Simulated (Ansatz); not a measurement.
# What isotropic strain +2.63 % does to Si

Take Si (space group Ia-3, No. 206; a = 6.602 Å) as the base.

Modification: the cell is scaled by 1.0263 in all directions; the atoms relax in the strained cell.

Level of theory: PBEsol in Ansatz (plane waves to 420 eV, PAW, without spin-orbit coupling). Settings: 10×10×10 k-points, 0.05 eV Fermi–Dirac smearing.

| quantity | base | changed | shift |
|---|---|---|---|
| volume per atom | 17.98 Å³ | 19.44 Å³ | +1.46 Å³ |
| energy relative to the base (free energy F) | 0 meV/atom | +29 meV/atom | +29 meV/atom |
| band gap | zero | zero | – |
| largest internal atomic displacement | – | 0.023 Å | – |

Final structure:

```
Si
1.0
   -3.38763     3.38763     3.38763
    3.38763    -3.38763     3.38763
    3.38763     3.38763    -3.38763
Si
8
Direct
  0.20062   0.20062   0.20062
  0.50000   0.00000   0.29938
  0.29938   0.50000   0.00000
  0.00000   0.29938   0.50000
  0.79938   0.79938   0.79938
  0.50000   0.00000   0.70062
  0.70062   0.50000   0.00000
  0.00000   0.70062   0.50000
```

Stability against distortions was not tested. This is not the structure that Si has at room temperature and ambient pressure. A zero or small gap of Si can be the functional's error rather than a property of the material.

Ansatz is a quantum-chemistry and plane-wave program.
